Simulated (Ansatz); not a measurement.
The starting structures come from a database of crystals and need not be the phases stable at ambient conditions.

**Evanescent states of TcAgO4 (I4_1/a, not sure to be the ambient phase, 12 atoms a cell, 13.9 Å³ an atom, -3 GPa at this level) along the normal of (110)**

Level of theory: r2SCAN (plane waves, PAW; Ansatz, a first-principles code).

The gap is the functional's own. No spin-orbit coupling. Mid-gap values are interpolated on the energy grid.

Energies count from the valence-band top; κ is the least over a 6×6 mesh across the current.

| E (eV) | κ (1/Å) | where |
|---|---|---|
| 0.05 | 0.114 | off Γ |
| 0.15 | 0.198 | off Γ |
| 0.25 | 0.248 | off Γ |
| 0.35 | 0.284 | off Γ |
| 0.45 | (withheld) | off Γ |
| 0.55 | (withheld) | off Γ |
| 0.65 | (withheld) | off Γ |
| 0.75 | (withheld) | off Γ |
| 0.85 | (withheld) | off Γ |
| 0.95 | (withheld) | off Γ |
| 1.05 | (withheld) | off Γ |
| 1.15 | (withheld) | off Γ |
| 1.25 | (withheld) | off Γ |
| 1.35 | 0.294 | off Γ |
| 1.45 | 0.262 | off Γ |
| 1.55 | 0.221 | off Γ |
| 1.65 | 0.165 | off Γ |

### Question
What belongs in the gaps?

### Answer

- 0.45, κ (1/Å): 0.313
- 0.55, κ (1/Å): 0.336
- 0.65, κ (1/Å): 0.356
- 0.75, κ (1/Å): 0.371
- 0.85, κ (1/Å): 0.383
- 0.95, κ (1/Å): 0.378
- 1.05, κ (1/Å): 0.364
- 1.15, κ (1/Å): 0.344
- 1.25, κ (1/Å): 0.321
